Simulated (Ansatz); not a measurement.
System: SiC (model structure, started from the BN type, Pm-3n, No. 223, 12 atoms in the cell). Method: LDA (PAW; Ansatz, a quantum-chemistry and plane-wave program).

Numerical settings: plane-wave cutoff 520 eV, 6×6×6 k mesh, Fermi–Dirac smearing 0.01 eV, scalar-relativistic PAW data made under PBE.

Cell (relaxed at this level):

```cif
data_C6Si6
_chemical_formula_sum 'Si6 C6'
_space_group_name_H-M_alt 'P 1'
_space_group_IT_number 1
_cell_length_a 5.29567
_cell_length_b 5.29567
_cell_length_c 5.29567
_cell_angle_alpha 90.000
_cell_angle_beta 90.000
_cell_angle_gamma 90.000
loop_
_space_group_symop_operation_xyz
  'x, y, z'
loop_
_atom_site_label
_atom_site_type_symbol
_atom_site_fract_x
_atom_site_fract_y
_atom_site_fract_z
_atom_site_occupancy
Si1 Si 0.25000 0.00000 0.50000 1
Si2 Si 0.50000 0.25000 0.00000 1
Si3 Si 0.50000 0.75000 0.00000 1
Si4 Si 0.75000 0.00000 0.50000 1
Si5 Si 0.00000 0.50000 0.75000 1
Si6 Si 0.00000 0.50000 0.25000 1
C1 C 0.25000 0.50000 0.00000 1
C2 C 0.00000 0.25000 0.50000 1
C3 C 0.00000 0.75000 0.50000 1
C4 C 0.75000 0.50000 0.00000 1
C5 C 0.50000 0.00000 0.75000 1
C6 C 0.50000 0.00000 0.25000 1
```

### Question
Give the computed band gap and direct gap at Γ.

### Answer

- band gap: 1.71 eV (on the SCF k mesh)
- direct gap at Γ: 2.82 eV

Note: the relaxation could raise the start's symmetry but not lower it, so the cell can be a saddle point.

The computed numbers hold no vibrational or temperature effects.

A model structure was made by putting elements into a prototype or built by hand; it is no filed structure, need not be a known phase, and can be a saddle point held by its symmetry.
